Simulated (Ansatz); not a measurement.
**A computed series for PbS: response to strain**

The parent structure is PbS in the rock salt structure (space group Fm-3m, No. 225; a = 5.845 Å).

Strains are applied to the cell and any free atomic positions relax.

Calculations: LDA (Ansatz, a quantum-chemistry and plane-wave program; PAW; 420 eV plane waves; scalar-relativistic without spin-orbit coupling).

Notes on the quantities. energy relative to the base: free energy F.

```json
[
 {"isotropic strain (%)": "-0.5", "energy relative to the base (meV/atom)": "1.1"},
 {"isotropic strain (%)": "0", "energy relative to the base (meV/atom)": "0.0"},
 {"isotropic strain (%)": "1.5", "energy relative to the base (meV/atom)": "9.7"},
 {"isotropic strain (%)": "2", "energy relative to the base (meV/atom)": "?"},
 {"isotropic strain (%)": "2.5", "energy relative to the base (meV/atom)": "26.1"},
 {"isotropic strain (%)": "3", "energy relative to the base (meV/atom)": "37.0"}
]
```

**Question.** Fit ΔE = Aε² + Bε³ (ε in %) to the rows shown and predict the withheld row.

**Answer.** Least squares on the printed values gives A = 4.50 and B = -0.13 meV/atom (largest residual 0.0 meV/atom); this predicts 17.0 meV/atom, and the run gives 16.9 meV/atom, in agreement.

Stability against distortions was not tested. The final runs are not spin-polarised.
